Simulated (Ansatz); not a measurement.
Ba2Ti2N3F3 (model structure, P-4m2, No. 115, 10 atoms in the cell) was calculated with LDA (PAW; Ansatz, a program for electronic structure).

Run with plane-wave cutoff 520 eV, 8×8×4 k mesh (along the axes of the cell as run), Fermi–Dirac smearing 0.01 eV, no spin polarisation, scalar-relativistic PAW data made under PBE.

Cell (relaxed with PBEsol):

```cif
data_Ba2F3N3Ti2
_chemical_formula_sum 'Ba2 Ti2 F3 N3'
_space_group_name_H-M_alt 'P-4m2'
_space_group_IT_number 115
_space_group_name_Hall 'P -4 -2'
_cell_length_a 4.02070
_cell_length_b 4.02070
_cell_length_c 8.37215
_cell_angle_alpha 90.000
_cell_angle_beta 90.000
_cell_angle_gamma 90.000
loop_
_atom_site_label
_atom_site_type_symbol
_atom_site_symmetry_multiplicity
_atom_site_Wyckoff_symbol
_atom_site_fract_x
_atom_site_fract_y
_atom_site_fract_z
_atom_site_occupancy
Ba1 Ba 1 b 0.50000 0.50000 0.00000 1
Ti1 Ti 2 e 0.00000 0.00000 0.27584 1
F1 F 2 g 0.00000 0.50000 0.23360 1
N1 N 2 g 0.50000 0.00000 0.24895 1
F2 F 1 a 0.00000 0.00000 0.00000 1
Ba2 Ba 1 c 0.50000 0.50000 0.50000 1
N2 N 1 d 0.00000 0.00000 0.50000 1
```

Problem. Predict the band gap and smallest direct gap on the k points sampled.

Solution. 
* **band gap**: 1.33 eV
* **smallest direct gap on the k points sampled**: 1.34 eV

Note: the relaxation could raise the start's symmetry but not lower it, so the cell can be a saddle point; cell and atoms aren't relaxed at this level (largest force component 0.03 eV/Å, pressure -4.4 GPa).

Spin–orbit coupling is not included.

Static lattice: no zero-point or thermal effects.

Cost on a shared machine: about 80 core-seconds (a rough figure).

A model structure was made by putting elements into a prototype or built by hand; it is no filed structure, need not be a known phase, and can be a saddle point held by its symmetry.
